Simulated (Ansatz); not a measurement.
Levels about the gap of amorphous alumina (Al₅₂O₇₈) (130 atoms in a cell of 1482 Å³, 2.97 g/cm³; zone centre alone, so wide bands show as single levels with stretches between that a denser mesh fills), at the geometry that PBE relaxed, where it gives 0.0 GPa on a denser mesh. The participation number counts the atoms over which a state spreads; weights are charges in smoothed Voronoi cells. The levels come from a single point, so bond lengths are those of that geometry. Method of the levels: r2SCAN, scalar-relativistic without spin-orbit coupling (Ansatz, a program for electronic structure). Sampling: the zone centre alone; Fermi-Dirac width 0.02 eV; no spin polarisation. At PBE the levels at the filled edge of the gap are localised (band-tail or defect states), and the nearest spread-out levels lie 3.9 eV apart at the zone centre.

The cell was melted and quenched by ab initio molecular dynamics and then relaxed. The hot cell started wider than the set density and was brought back towards it in steps. It is a model cell: composition and starting density were chosen by hand, and all elements were melted together. No dispersion term was used. Its density started from a set value of 2.97 and ended at 2.97 g/cm³. Cooling (nominally 2200 K/ps over its main leg) ran many orders faster than in experiment, which tends to leave more defects and strain. Values belong to this one cell and scatter from quench to quench. Volume and shape were free in the relaxation.

| E - E(highest filled), eV | filling | participation number | largest on | weight O | weight Al |
|---|---|---|---|---|---|
| -0.63 | filled | 10.7 | O, 2 neighbours | 0.95 | 0.05 |
| -0.58 | filled | 10.3 | O, 2 neighbours | 0.95 | 0.05 |
| -0.57 | filled | 6.5 | O, 3 neighbours | 0.96 | 0.04 |
| -0.41 | filled | 2.1 | O, 2 neighbours | 0.94 | 0.06 |
| -0.29 | filled | 2.4 | O, 2 neighbours | 0.95 | 0.05 |
| -0.20 | filled | 5.2 | O, 2 neighbours | 0.95 | 0.05 |
| 0.00 | filled | 4.3 | O, 2 neighbours | 0.95 | 0.05 |
| 3.47 | empty | 98.2 | Al, 4 neighbours | 0.58 | 0.42 |
| 5.00 | empty | 53.0 | Al, 4 neighbours | 0.58 | 0.42 |
| 5.14 | empty | 48.8 | Al, 4 neighbours | 0.61 | 0.39 |
| 5.23 | empty | 54.4 | Al, 4 neighbours | 0.59 | 0.41 |
| 5.46 | empty | 44.9 | Al, 5 neighbours | 0.58 | 0.42 |
| 5.52 | empty | 62.5 | Al, 4 neighbours | 0.63 | 0.37 |
| 5.68 | empty | 74.2 | Al, 4 neighbours | 0.63 | 0.37 |

Most localised among these is the filled level at -0.41 eV, on a O atom, which has 2 neighbours (Al 1.69 Å, Al 1.75 Å).
